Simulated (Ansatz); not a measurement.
**Several settings converged on Mn3Si (I4mm, 4 atoms in the cell)**

```xyz
4
Lattice="0.0000 2.8304 2.8304 2.8304 0.0000 2.8304 2.8304 2.8304 0.0000" Properties=species:S:1:pos:R:3 pbc="T T T"
Mn     1.4152     1.4152     1.4152
Mn     4.2456     4.2456     4.2456
Mn     2.8304     2.8304     2.8804
Si     0.0000     0.0000     0.0000
```
Moments meant for the start (each program seeds them in its own way; μB, in the order of the atoms Mn Mn Mn Si): 4.0 4.0 4.0 0.0.

Base method: LDA (PW92), default PAW files made with PBE (plane waves; Ansatz, an electronic-structure program).

Base settings: basis.ecutwfc = 30.9 Ry; kpoints.mp_grid.grid = 8 8 8; hamiltonian.xc = lda; hamiltonian.pseudopotentials = {kind: paw} (the program's default PAW files); magnetization.spin_polarized = true; scf.occupations.method = gaussian; scf.occupations.width = 0.0073 Ry.

The count of work is k-points × plane waves × bands × iterations; it is no time. 

**The k-point mesh**

The second cell is the first with its lattice scaled by 0.98.

Only quantities that move along the ladder and can be compared are tabulated.

The magnetic state is not the same in all runs (site moments differ, or a search went on to a lower state), so steps between rows are not convergence errors alone.

| kpoints.mp_grid.grid | free energy less the last step's (meV/atom) | energy of the compressed cell less the first (meV/atom) | pressure (GPa) | largest difference of a force vector from the last step's (eV/Å) | net moment (μB/atom) | count of work / last |
|---|---|---|---|---|---|---|
| 2 2 2 | 114.72 | -52.92 | -16.13 | 0.114 | 0.553 | 0.026 |
| 4 4 4 | 9.94 | -55.30 | -18.05 | 0.031 | 0.291 | 0.085 |
| 6 6 6 | 0.70 | -53.35 | -18.35 | 0.008 | 0.265 | 0.18 |
| 8 8 8 | 0.26 | -54.43 | -18.33 | 0.001 | 0.265 | 0.36 |
| 12 12 12 | 0.00 | -54.26 | -18.43 | 0.000 | 0.270 | 1.0 |

Coarsest kpoints.mp_grid.grid that holds the free energy within 2 meV/atom of the last step, with all finer ones: 6 6 6, at 0.18 of the last step's count of work; the step before is off by 9.9 meV/atom.

Coarsest kpoints.mp_grid.grid that holds the forces within 0.005 eV/Å of the last step, with all finer ones: 8 8 8, at 0.36 of the last step's count of work; the step before is off by 0.008 eV/Å.

Coarsest kpoints.mp_grid.grid that holds the net moment within 0.05 μB/atom of the last step, with all finer ones: 4 4 4, at 0.085 of the last step's count of work; the step before is off by 0.28 μB/atom.

**The k-point mesh at a smearing width of 0.02 eV**

In this ladder: scf.occupations.width = 0.0015 Ry.

Only quantities that move along the ladder and can be compared are tabulated.

| kpoints.mp_grid.grid | free energy less the last step's (meV/atom) | pressure (GPa) | largest difference of a force vector from the last step's (eV/Å) | net moment (μB/atom) | count of work / last |
|---|---|---|---|---|---|
| 4 4 4 | 9.25 | -18.12 | 0.026 | 0.297 | 0.040 |
| 6 6 6 | 0.44 | -18.29 | 0.007 | 0.264 | 0.080 |
| 9 9 9 | -0.14 | -18.32 | 0.003 | 0.267 | 0.21 |
| 16 16 16 | 0.00 | -18.27 | 0.000 | 0.262 | 1.0 |

Coarsest kpoints.mp_grid.grid that holds the free energy within 0.5 meV/atom of the last step, with all finer ones: 6 6 6, at 0.080 of the last step's count of work; the step before is off by 9.3 meV/atom.

Coarsest kpoints.mp_grid.grid that holds the net moment within 0.02 μB/atom of the last step, with all finer ones: 6 6 6, at 0.080 of the last step's count of work; the step before is off by 0.035 μB/atom.

Coarsest kpoints.mp_grid.grid that holds the forces within 0.02 eV/Å of the last step, with all finer ones: 6 6 6, at 0.080 of the last step's count of work; the step before is off by 0.026 eV/Å.

**The k-point mesh at a smearing width of 0.3 eV**

In this ladder: scf.occupations.width = 0.022 Ry.

Only quantities that move along the ladder and can be compared are tabulated.

| kpoints.mp_grid.grid | free energy less the last step's (meV/atom) | pressure (GPa) | largest difference of a force vector from the last step's (eV/Å) | net moment (μB/atom) | count of work / last |
|---|---|---|---|---|---|
| 4 4 4 | 9.41 | -18.91 | 0.028 | 0.299 | 0.040 |
| 6 6 6 | 0.82 | -19.16 | 0.001 | 0.315 | 0.086 |
| 9 9 9 | -0.05 | -19.23 | 0.000 | 0.319 | 0.21 |
| 16 16 16 | 0.00 | -19.23 | 0.000 | 0.319 | 1.0 |

Coarsest kpoints.mp_grid.grid that holds the free energy within 0.5 meV/atom of the last step, with all finer ones: 9 9 9, at 0.21 of the last step's count of work; the step before is off by 0.82 meV/atom.

Coarsest kpoints.mp_grid.grid that holds the pressure within 0.1 GPa of the last step, with all finer ones: 6 6 6, at 0.086 of the last step's count of work; the step before is off by 0.32 GPa.

Coarsest kpoints.mp_grid.grid that holds the net moment within 0.01 μB/atom of the last step, with all finer ones: 6 6 6, at 0.086 of the last step's count of work; the step before is off by 0.020 μB/atom.

On the base run: the starting cell comes from a database of computed structures (which also holds hypothetical and non-ambient phases and stackings), without a prior relaxation at this level. Its lattice was rescaled by up to half a per cent. One atom was moved a little off its site on purpose. The magnetic order is the one reached from the typed start; others were not searched systematically. The program warned that a starting moment was not kept. In the base run, with a pressure of about -18 GPa the cell is away from its equilibrium volume at this level. Ansatz's pressure includes its estimate of the finite-basis (Pulay) stress.

Keys are those of Ansatz 0.2.
